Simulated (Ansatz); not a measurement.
A relaxation of cell and atoms of Hf2Hg (I4/mmm, 3 atoms in the cell) with Ansatz (a program for electronic structure).

Method of the run: PBEsol, default PAW files made with PBE (plane waves; Ansatz).

The change in words: atoms on their sites; basis.ecutwfc: 420 eV → 505 eV; relax: default → cell and atoms. Reference geometry:
```xyz
3
Lattice="-1.6600 1.6600 5.7842 1.6600 -1.6600 5.7842 1.6600 1.6600 -5.7842" Properties=species:S:1:pos:R:3 pbc="T T T"
Hf     0.0000     0.0000     7.7514
Hf     0.0000     0.0000     3.8669
Hg     0.0000     0.0000     0.0000
```

Reference input (self-consistent single point, DFT, PBEsol, plane waves, default PAW files made with PBE): basis.ecutwfc = 420 eV; kpoints.mp_grid.grid = 8 8 8; hamiltonian.xc = pbesol; hamiltonian.pseudopotentials = {kind: paw} (the program's default PAW files); scf.occupations.method = fermi_dirac; scf.occupations.width = 0.1 eV. This run's input differs from it in these lines:

Ansatz 0.2 input:
```diff
@@ -6,3 +6,3 @@
   atoms:
-    - { symbol: Hf, position: [0.670052, 0.670052, 0.000000] }
+    - { symbol: Hf, position: [0.665730, 0.665730, 0.000000] }
     - { symbol: Hf, position: [0.334270, 0.334270, 0.000000] }
@@ -10,3 +10,3 @@
 basis:
-  ecutwfc: 420.0
+  ecutwfc: 505.0
 kpoints:
@@ -18,2 +18,4 @@
   occupations: { method: fermi_dirac, width: 0.1 }
+relax:
+  cell: {}
 output:
```

Output, abridged:

```
   [... SCF lines of the steps left out ...]
relax step   1: F+E_penalty+E_count = -44864.68645562 eV  Δ(F+E_penalty+E_count) = +0.000e0 eV  max|allowed force component| = 5.665e-2 eV/Å  Δτ_max = 0.0000 Å  P = -1.535 GPa  Ω = 63.759 Å³  (7 SCF iters, dr2 threshold 1.00e-7 eV, accepted)
relax step   2: F+E_penalty+E_count = -44864.67858549 eV  Δ(F+E_penalty+E_count) = +7.870e-3 eV  max|allowed force component| = 1.020e-1 eV/Å  Δτ_max = 0.0121 Å  P = +2.905 GPa  Ω = 61.549 Å³  energy of the carried Pulay correction = +1.849e-4 eV  [...]
   [... lines left out ...]
relax step   6: F+E_penalty+E_count = -44864.69232218 eV  Δ(F+E_penalty+E_count) = -4.557e-5 eV  max|allowed force component| = 8.659e-5 eV/Å  Δτ_max = 0.0015 Å  P = -0.006 GPa  Ω = 62.954 Å³  energy of the carried Pulay correction = +6.657e-5 eV  [...]
relax step   7: F+E_penalty+E_count = -44864.69227025 eV  Δ(F+E_penalty+E_count) = +5.194e-5 eV  max|allowed force component| = 6.772e-5 eV/Å  Δτ_max = 0.0000 Å  P = -0.007 GPa  Ω = 62.954 Å³  stress off target by 1.10e-2 GPa  SCF on the basis [...]
basis re-selected at this cell: Δ(F+E_penalty+E_count) = +5.194e-5 eV, ΔP = -0.001 GPa vs the last step
the relaxation is at rest under the 16 symmetry operations that the run kept from its start: a minimum is not shown …
Free energy (F): -44864.692270 eV
Internal energy: -44864.615407 eV  (E = F + TS)
E sigma→0 (E₀):  -44864.653838 eV
Entropy (-TS):   -0.076864 eV (-25.621 meV/atom)
Fermi energy:    20.062463 eV
--- Forces (eV/Å), atoms counted from 1 ---
  atom   1  Hf     0.00000000     0.00000000     0.00006772
   [... lines left out ...]
  cell:  # Å, volume = 62.9539 Å³
   [... lines left out ...]
    - [1.63848627175175, -1.63848627175175, 5.862421306623736]
    - [1.63848627175175, 1.63848627175175, -5.862421306623736]
  atoms:
    - { symbol: Hf, position: [0.6655262965636068, 0.6655262965636068, 1.1327322398340455e-36] }
    - { symbol: Hf, position: [0.33447370343639343, 0.33447370343639343, -4.12456100623389e-36] }
    - { symbol: Hg, position: [-3.1240607882042724e-20, -3.1240607882042724e-20, -1.661697972000539e-36] }
```

The run converged. 

Summary of the result:
Free energy E − TS (on the zero of these files): -44864.6923 eV
Fermi level (on the code's own zero): 20.06 eV
Pressure: -0.01 GPa
Final cell: a = 6.304 Å, b = 6.304 Å, c = 6.304 Å, α = 149.87°, β = 149.87°, γ = 43.13°
Final volume per atom: 20.98 Å³
Relaxation steps: 7

The starting cell comes from a database of computed structures (which also holds hypothetical and non-ambient phases and stackings), without a prior relaxation at this level. Its lattice was rescaled by up to half a per cent. The relaxation keeps the symmetry of its start, so its end need not be a minimum. Ansatz's pressure includes its estimate of the finite-basis (Pulay) stress.

Cost on one core of a shared machine: roughly 80 s.
